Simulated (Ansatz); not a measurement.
We consider GaN (model structure, started from the MgO type, Pm-3n, No. 223, 12 atoms in the cell), described by HSE06+SOC in Ansatz (PAW).

Input file:

Ansatz 0.2 input:
```yaml
crystal:
  lattice:
    - [5.5130461498, 0.0, 0.0]
    - [0.0, 5.5130461498, 0.0]
    - [0.0, 0.0, 5.5130461498]
  atoms:
    - { symbol: Ga, position: [0.25, 0.0, 0.5] }
    - { symbol: Ga, position: [0.75, 0.0, 0.5] }
    - { symbol: Ga, position: [0.5, 0.75, 0.0] }
    - { symbol: Ga, position: [0.5, 0.25, 0.0] }
    - { symbol: Ga, position: [0.0, 0.5, 0.75] }
    - { symbol: Ga, position: [0.0, 0.5, 0.25] }
    - { symbol: N, position: [0.25, 0.5, 0.0] }
    - { symbol: N, position: [0.75, 0.5, 0.0] }
    - { symbol: N, position: [0.0, 0.75, 0.5] }
    - { symbol: N, position: [0.0, 0.25, 0.5] }
    - { symbol: N, position: [0.5, 0.0, 0.75] }
    - { symbol: N, position: [0.5, 0.0, 0.25] }
basis:
  ecutwfc: 460
  ecutrho_ratio: 4
  xc_grid: 2
kpoints:
  mp_grid: { grid: [4, 4, 4] }
hamiltonian:
  xc: hse06
  dispersion: none
  pseudopotentials: { kind: paw }
scf:
  occupations: { method: fermi_dirac, width: 0.01 }
  convergence: { dr2_threshold: 0.0000000012 }
output:
  forces: true
  stress: true
  eigenvalues: true
magnetization:
  noncollinear: true
  spin_orbit: true
```

Output (set-up and result lines):

```
WARN output.stress: scf.exx.energy_threshold = 1e-6 eV is looser than the 1.2e-7 eV advised for a stress under a hybrid functional (1e-8 eV for each atom of …
Crystal: 12 atoms, lattice volume = 167.562 Å³
Basis set: ecut = 460 eV, 3743 PW (Γ), exchange–correlation on 80×80×80 points (8 copies of the dense FFT grid, shifted against one another)
Bands: 132, of which v1, the nominal top of the filled ones, is band 108 counted from 1 (107 counted from 0)
Symmetry: 48 space group operations + 48 with time reversal
k-points: 10 of 64
Initial density: superposition of atomic densities (chi_scale 0.1, normalization cell, long waves kept (reshape's long-wave potential 0.00 eV rms))
Crystal: 12 atoms, lattice volume = 167.562 Å³
Initial density: handed on by an earlier stage of this run
Crystal: 12 atoms, lattice volume = 167.562 Å³
SCF 3 converged in 7 iterations: F = -25005.096141 eV  dr2 = 4.79e-10
Free energy (F): -25005.096140 eV
Internal energy: -25005.096140 eV  (E = F + TS)
E sigma→0 (E₀):  -25005.096140 eV
Fermi energy:    7.776898 eV
--- Stress (GPa, compression-positive) ---
       -0.377148       0.000000       0.000000
        0.000000      -0.377148       0.000000
        0.000000       0.000000      -0.377148
  P = ⅓ Tr σ = -0.3771 GPa (-3.771 kbar)
```

The PAW data were made under PBE.

Note: the relaxation could raise the start's symmetry but not lower it, so the cell can be a saddle point. Note: cell and atoms aren't relaxed at this level (pressure -0.4 GPa).

The result took very roughly 26 core-minutes.

A model structure was made by putting elements into a prototype or built by hand; it is no filed structure, need not be a known phase, and can be a saddle point held by its symmetry.

Ansatz is a first-principles code.
